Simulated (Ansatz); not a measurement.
**WSe2 in the rutile structure (space group P4_2/mnm, No. 136; a hypothetical phase, not in the database extracts checked)**

```yaml
crystal:
  lattice:
    - [6.15060, 0.00000, 0.00000]
    - [0.00000, 6.15060, 0.00000]
    - [0.00000, 0.00000, 3.31098]
  atoms:
    - { symbol: W, position: [0.50000, 0.50000, 0.50000] }
    - { symbol: W, position: [0.00000, 0.00000, 0.00000] }
    - { symbol: Se, position: [0.78463, 0.78463, 0.50000] }
    - { symbol: Se, position: [0.28463, 0.71537, 0.00000] }
    - { symbol: Se, position: [0.71537, 0.28463, 0.00000] }
    - { symbol: Se, position: [0.21537, 0.21537, 0.50000] }
```

Calculations: PBEsol (Ansatz, a first-principles code, PAW, scalar-relativistic without spin-orbit coupling). k-mesh 8×8×14 (Γ-centred); smearing 0.05 eV (Fermi–Dirac).

```json
{
  "volume_per_atom": "20.88 Å³",
  "density": "9.06 g/cm³",
  "band_gap": "zero",
  "total_energy": "-7035.097 eV/atom (σ→0; compares only within this code and set-up)"
}
```

Whether these cells are dynamically stable was not tested. The final runs are not spin-polarised. WSe2 has a high density of states at the Fermi level and may be magnetic at this level.
